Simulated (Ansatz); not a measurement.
# bcc Ta (0 0 1) on antifluorite Mg2Si (0 0 1) (film strained to the substrate, started from cuts of the bulks and a machine-learned relaxation; slabs Mg10Si6 and Ta12, which can lie off the formulas)

A periodic stack without vacuum, bcc Ta (0 0 1) on antifluorite Mg2Si (0 0 1) (film strained to the substrate, started from cuts of the bulks and a machine-learned relaxation; slabs Mg10Si6 and Ta12, which can lie off the formulas): substrate slab Mg10Si6, film Ta12, surface cells [[1, 0], [1, 1]] and [[-1, 1], [-1, -1]], film strained by -4.1 and -4.1 %, outermost planes Si/Si and Ta/Ta as cut, which need not be the usual terminations and can put a slab off its formula.

The start was prepared with a machine-learned potential, and the result is one local minimum, with the in-plane cell held and forces under 0.04 eV/Å; the film can end far from its bulk form.

Level of theory: PBE (plane waves to 420 eV, PAW; Ansatz, a program for electronic structure). Spin–orbit coupling is left out; the runs are not spin-polarised; PBE gaps are too small against experiment. Its k-point mesh 7×7×1, Fermi–Dirac width 0.05 eV.

| Quantity | Result |
|---|---|
| interface area | 20.3 Å² |
| period | 27.59 Å |
| heights between the nearest atoms of the two slabs at the two interfaces | 1.42 and 1.42 Å |
| Si–Ta contacts across the interfaces within 1.22 times the sum of covalent radii | 10, mean 2.75 Å |
| Mg–Ta contacts across the interfaces within 1.22 times the sum of covalent radii | 4, mean 3.15 Å |
| estimate of the barrier | withheld, since the Fermi level falls at or inside a band of the host, which a slab this thin can't settle |

```xyz
28
Lattice="4.4989 -0.0011 -0.0893 -0.0012 4.4971 -0.1793 -1.6974 1.1073 27.6023" Properties=species:S:1:pos:R:3 pbc="T T T"
Mg     1.7020     4.0294     2.1018
Mg    -0.5524     1.7803     2.2343
Mg     1.8408     4.2888     8.4559
Mg    -0.4095     2.0448     8.5898
Mg    -0.4775     1.9096     5.4162
Mg     1.7725     4.1591     5.2824
Mg     1.9625     4.5621    14.8122
Mg    -0.2840     2.3185    14.9449
Mg    -0.3444     2.1772    11.7639
Mg     1.9035     4.4256    11.6306
Si    -0.5128     4.0928     3.7250
Si     1.6550     1.7164     0.4736
Si    -0.3772     4.3598    10.0896
Si     1.8053     1.9755     6.9561
Si    -0.2591     4.6392    16.5733
Si     1.9351     2.2466    13.3214
Ta    -0.2043     4.7599    19.6688
Ta     2.0483     2.5129    19.7475
Ta    -0.2299     2.4475    18.0846
Ta     2.0176     4.6974    17.9619
Ta    -0.1387     4.8920    23.1702
Ta     2.1117     2.6453    23.2337
Ta    -0.1722     2.5772    21.4799
Ta     2.0756     4.8250    21.3277
Ta    -0.0783     5.0170    26.5650
Ta     2.1771     2.7756    26.5990
Ta    -0.1045     2.7079    24.9817
Ta     2.1412     4.9582    24.8133
```
